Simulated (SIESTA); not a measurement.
## A short convergence ladder for PbBrF (P4mm, 6 atoms in the cell)

```yaml
crystal:
  lattice:
    - [4.19761, 0.00000, 0.00000]
    - [0.00000, 4.19761, 0.00000]
    - [0.00000, 0.00000, 7.68533]
  atoms:
    - { symbol: Pb, position: [0.00000, 0.50000, 0.81591] }
    - { symbol: Pb, position: [0.50000, 0.00000, 0.19060] }
    - { symbol: Br, position: [0.50000, 0.00000, 0.65273] }
    - { symbol: Br, position: [0.00000, 0.50000, 0.34727] }
    - { symbol: F, position: [0.50000, 0.50000, 0.00000] }
    - { symbol: F, position: [0.00000, 0.00000, 0.00000] }
```

Base method: GGA PBEsol, numerical atomic orbitals DZP, PseudoDojo PBEsol standard norm-conserving potentials (rewritten from UPF to PSML) in SIESTA.

Base settings: XC.functional = GGA; XC.authors = PBEsol; potentials = PseudoDojo PBEsol standard; PAO.BasisSize = DZP; PAO.EnergyShift = 0.005 Ry; MeshCutoff = 300 Ry; kgrid.MonkhorstPack = 3 3 2; OccupationFunction = FD; ElectronicTemperature = 580.23 K; MaxSCFIterations = 150.

**The width of Fermi-Dirac smearing**

The mesh stays at the base's, so the ladder's end is converged at best in this setting alone.

Only quantities that move along the ladder and can be compared are tabulated; the gap is left out on so coarse a mesh.

```csv
ElectronicTemperature,free energy less the last step's (meV/atom),pressure (GPa),largest difference of a force vector from the last step's (eV/Å)
11604.5 K,-249.29,1.36,0.222
5802.26 K,-14.91,-1.52,0.063
2320.9 K,-0.06,-1.76,0.001
1160.45 K,0.00,-1.76,0.000
232.09 K,0.00,-1.76,0.000
```

Widest ElectronicTemperature that holds the forces within 0.02 eV/Å of the last step, with all finer ones: 2320.9 K; the step before is off by 0.063 eV/Å.

Widest ElectronicTemperature that holds the pressure within 0.05 GPa of the last step, with all finer ones: 2320.9 K; the step before is off by 0.24 GPa.

Widest ElectronicTemperature that holds the free energy within 2 meV/atom of the last step, with all finer ones: 2320.9 K; the step before is off by 15 meV/atom.

On the base run: the starting cell comes from a database of computed structures (which also holds hypothetical and non-ambient phases and stackings), without a prior relaxation at this level. Its lattice was rescaled by up to half a per cent. One atom was moved a little off its site on purpose. Values carry the incompleteness of an atom-centred basis.
